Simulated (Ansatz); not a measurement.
## CdSe: pressure series

The reference is CdSe in the wurtzite structure (space group P6_3mc, No. 186; a = 4.3019 Å, c = 7.0210 Å).

Cell and atoms are relaxed at each pressure.

Computed with DFT with PBEsol, PAW potentials and a 420 eV plane-wave cutoff in Ansatz (a first-principles code), no spin-orbit coupling.

Notes on the quantities. enthalpy: H = E + PV relative to the base's energy.

```json
[
 {"variant": "base", "shortest interatomic distance": "2.633 Å", "enthalpy": "–", "band gap": "0.54 eV", "density": "5.65 g/cm³"},
 {"variant": "pressure −2 GPa", "shortest interatomic distance": "2.670 Å", "enthalpy": "-0.36 eV/atom", "band gap": "0.45 eV", "density": "5.41 g/cm³"},
 {"variant": "pressure −1 GPa", "shortest interatomic distance": "2.651 Å", "enthalpy": "-0.18 eV/atom", "band gap": "0.50 eV", "density": "5.53 g/cm³"},
 {"variant": "pressure 0.9 GPa", "shortest interatomic distance": "2.618 Å", "enthalpy": "+0.16 eV/atom", "band gap": "0.57 eV", "density": "5.74 g/cm³"},
 {"variant": "pressure 2.1 GPa", "shortest interatomic distance": "2.600 Å", "enthalpy": "+0.36 eV/atom", "band gap": "0.61 eV", "density": "5.86 g/cm³"},
 {"variant": "pressure 4.5 GPa", "shortest interatomic distance": "2.570 Å", "enthalpy": "+0.76 eV/atom", "band gap": "0.68 eV", "density": "6.08 g/cm³"},
 {"variant": "pressure 9 GPa", "shortest interatomic distance": "2.523 Å", "enthalpy": "+1.47 eV/atom", "band gap": "0.79 eV", "density": "6.42 g/cm³"},
 {"variant": "pressure 15 GPa", "shortest interatomic distance": "2.470 Å", "enthalpy": "+2.37 eV/atom", "band gap": "0.86 eV", "density": "6.81 g/cm³"},
 {"variant": "pressure 22.5 GPa", "shortest interatomic distance": "2.403 Å", "enthalpy": "+3.43 eV/atom", "band gap": "0.66 eV", "density": "7.27 g/cm³"},
 {"variant": "pressure 30 GPa", "shortest interatomic distance": "2.348 Å", "enthalpy": "+4.42 eV/atom", "band gap": "zero", "density": "7.78 g/cm³"}
]
```

Load acts through the strain it causes; cell and atoms are relaxed under it. Stability against distortions was not tested. All final runs are without spin polarisation. Measured, CdSe leaves this structure (for rock salt) near 2.72 GPa (temperature not stated; as listed in Datta, Sujoy, Jana, Debnarayan, arXiv (2020)), on rising pressure, with hysteresis. Gaps under 0.05 eV, about the width of the smearing, are given as zero. The zero or small gap of CdSe under pressure 30 GPa can change with the level of theory.
